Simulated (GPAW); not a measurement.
Band structure of SrB6 (Pm-3m, 7 atoms in the cell).

```
CELL_PARAMETERS angstrom
      4.19021     0.00000     0.00000
      0.00000     4.19021     0.00000
      0.00000     0.00000     4.19021
ATOMIC_POSITIONS crystal
  Sr 0.00000 0.00000 0.00000
  B  0.20314 0.50000 0.50000
  B  0.79686 0.50000 0.50000
  B  0.50000 0.20314 0.50000
  B  0.50000 0.79686 0.50000
  B  0.50000 0.50000 0.20314
  B  0.50000 0.50000 0.79686
```

Method of the run: PBEsol, GPAW PAW datasets PBEsol (made by gpaw-setup) (plane waves; GPAW 25.7.0).

Settings: mode = pw; ecut = 950 eV; xc = PBEsol; kpts = 5 5 5; mesh shift (steps) = 0 0 0; occupations.name = fermi-dirac; occupations.width = 0.05 eV; nbands = -13; convergence.forces = 0.001 eV/Å; symmetry.symmorphic = false; symmetry.tolerance = 0.0005; maxiter = 120; bandpath_npoints = 40.

The starting cell comes from a database of computed structures (which also holds hypothetical and non-ambient phases and stackings), without a prior relaxation at this level.

Levels in eV from the Fermi level, bands 11 to 18:
```csv
point,11,12,13,14,15,16,17,18
Γ,-5.21,-0.35,-0.35,-0.35,2.73,2.73,2.73,4.02
X,-2.15,-2.15,-1.68,-0.14,0.01,3.54,3.54,4.40
M,-2.69,-2.69,-1.39,-1.39,3.29,3.29,5.26,5.28
R,-3.79,-1.01,-1.01,-1.01,5.31,5.34,6.76,6.76
```

No band crosses the Fermi level by more than 0.03 eV along this path.
